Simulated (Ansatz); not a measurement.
## ScSi: pressure series

The reference is ScSi (space group Cmcm, No. 63; a = 3.947 Å, b = 9.822 Å, c = 3.640 Å; a cell from a computed database, its experimental status unchecked).

Cell and atoms are relaxed at each pressure.

Method: DFT with PBEsol, PAW potentials and a 420 eV plane-wave cutoff in Ansatz (a first-principles code), scalar-relativistic without spin-orbit coupling.

| P (GPa) | V (Å³/atom) |
|---|---|
| -2.00 | 17.981 |
| -1.00 | 17.805 |
| 0.29 | 17.590 |
| 0.69 | 17.527 |
| 1.49 | 17.403 |
| 3.00 | 17.179 |
| 5.00 | 16.904 |
| 7.50 | 16.588 |
| 10.00 | 16.298 |

A third-order Birch–Murnaghan fit to these points gives V₀ = 17.64 Å³/atom, B₀ = 108 GPa and B₀′ = 4.0. At pressure 10 GPa the volume is 92.4 % of V₀.

Load acts through the strain it causes; cell and atoms are relaxed under it. Whether these cells are dynamically stable was not tested. No other phases were tried under pressure. The final runs are not spin-polarised.
